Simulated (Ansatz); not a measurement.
Consider these faces of bcc Nb, relaxed from ideal cuts in 1x1 cells: (100), (110), (111).

All values below come from PBE (plane waves to 420 eV, PAW; Ansatz, a quantum-chemistry and plane-wave program).

Problem. Rank these by surface energy (lowest first), as PBE gives it.

Solution. (110) (2.08 J/m²), (100) (2.37 J/m²), (111) (2.40 J/m²)
